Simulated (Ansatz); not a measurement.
The parent structure is NiO in the rock salt structure (space group Fm-3m, No. 225; a = 4.191 Å; ferromagnetic). Axes: x, y, z lie along the cube axes.

Level of theory: r2SCAN in Ansatz (plane waves to 500 eV, PAW, no spin-orbit coupling), earlier PAW set.

Strains are applied to the cell and any free atomic positions relax; under biaxial strain the out-of-plane vector relaxes too.

One change was made to it. Results:

```tsv
quantity	base	after
band gap	0.85 eV	0.81 eV
energy relative to the base (free energy F)	0 meV/atom	+1.8 meV/atom
```

Q: Which of these changes matches the shifts?
A. biaxial strain −3.58 %, plane normal [110], relaxed out of plane
B. biaxial strain +0.42 %, plane normal [001], relaxed out of plane
C. biaxial strain −0.98 %, plane normal [111], relaxed out of plane

A: C, biaxial strain −0.98 %, plane normal [111], relaxed out of plane. For comparison, the energy relative to the base in the other runs: biaxial strain −3.58 %, plane normal [110], relaxed out of plane gives +28 meV/atom; biaxial strain +0.42 %, plane normal [001], relaxed out of plane gives +0.4 meV/atom.

Stability against distortions was not tested. No Hubbard U is applied and the magnetic state is the run's own (NiO ferromagnetic); other magnetic orders, which need larger cells, were not tried and can change the gap. Where the two band edges lie in opposite spin channels, the gap is a spin-flip gap. In its common phase, real NiO is an antiferromagnetic insulator at low temperature.

Ansatz is a program for electronic structure.
